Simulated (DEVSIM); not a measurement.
System: Pd/SiON/p-GaSb capacitor, at 300 K.

| layer (left to right) | material | thickness (nm) | Na (cm⁻³) |
|---|---|---|---|
| 1 | SiON | 2.10 | - |
| 2 | GaSb | 5500 | 1.2e16 |

Metal gate on the left, work function 5.2 eV. Fixed charge at the semiconductor interface -6.8e11 cm⁻² (in units of +e); no interface traps.

The device is made up for the run: typed textbook-type constants, with dimensions and the other settings drawn at random. Values at 300 K.

```csv
parameter,SiON,GaSb
gap (eV),7,0.726
affinity (eV),1.4,4.06
permittivity,5.5,15.7
Nc (cm⁻³),-,2.1e17
Nv (cm⁻³),-,1.8e19
```

DEVSIM, 1D Poisson equation in equilibrium, Boltzmann statistics, complete ionisation; no quantum confinement or tunnelling. Metal contacts follow the ideal Schottky-Mott rule: no Fermi-level pinning, no interface dipoles.

The interface trap density was swept, all else fixed.

| interface trap density (cm^-2 eV^-1) | threshold voltage (band bending 2φF) (V) | minimum of the low-frequency capacitance (μF/cm²) | flat-band voltage (V) |
|---|---|---|---|
| 0 | 1.13 | 0.0621 | 0.65 |
| 1e10 | 1.13 | ___ | 0.65 |
| 1e11 | 1.14 | 0.0772 | 0.65 |
| 3e11 | 1.14 | 0.107 | 0.64 |
| 1e12 | 1.14 | 0.204 | 0.63 |
| 2e12 | 1.15 | 0.330 | 0.61 |

Q: Complete the blanks.

A: 
- 1e10, minimum of the low-frequency capacitance (μF/cm²): 0.0636
